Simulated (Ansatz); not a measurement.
# InP: pressure 22.5 GPa

Consider InP in the zinc blende structure (space group F-43m, No. 216; a = 5.9070 Å).

Modification: cell and atoms relaxed at a pressure of 22.5 GPa.

Level of theory: Ansatz (a program for electronic structure) r2SCAN, no spin-orbit coupling. Settings: 10×10×10 k-points, 0.05 eV Fermi–Dirac smearing.

The volume per atom shrinks by 4.82 Å³ (25.76 Å³ → 20.94 Å³) and the density increases by 1.08 g/cm³ to 5.78 g/cm³. The lattice parameter a falls by 0.394 Å, from 5.907 Å to 5.513 Å and the shortest interatomic distance decreases by 0.171 Å (2.558 Å → 2.387 Å). The band gap grows by 0.61 eV to 1.64 eV and the gap character goes from direct at Γ to indirect, Γ → X. The smallest direct gap goes up by 1.16 eV, from 1.03 eV to 2.19 eV and the width of the top valence band goes up by 1.056 eV (2.90 eV → 3.95 eV). The electron mass changes from 0.074 mₑ (at Γ) to 1.8 mₑ along k, 0.24 mₑ across (at X) and the hole mass (degenerate bands, along [100]) becomes 0.14, 0.33, 0.33 mₑ (at Γ) (base: 0.073, 0.44, 0.44 mₑ (at Γ)). The valley order (the lowest conduction-band minima on the path, energy above the VBM, named in the base's zone) goes from Γ 1.03 eV; L along ⟨111⟩ 1.80 eV; X along ⟨100⟩ 2.04 eV to X along ⟨100⟩ 1.64 eV; Γ 2.19 eV; L along ⟨111⟩ 2.31 eV.

Final structure:

```yaml
crystal:
  lattice:
    - [0.00000, 2.75625, 2.75625]
    - [2.75625, 0.00000, 2.75625]
    - [2.75625, 2.75625, 0.00000]
  atoms:
    - { symbol: In, position: [0.00000, 0.00000, 0.00000] }
    - { symbol: P, position: [0.25000, 0.25000, 0.25000] }
```

Load acts through the strain it causes; cell and atoms are relaxed under it. Effective masses come from finite differences of ±0.01 Å⁻¹. Along k means along the line from Γ to the band edge. No phonon test of stability was made. Measured, InP leaves this structure (for rock salt) near 9.8 GPa (temperature not stated; as listed in Datta, Sujoy, Jana, Debnarayan, arXiv (2020)).
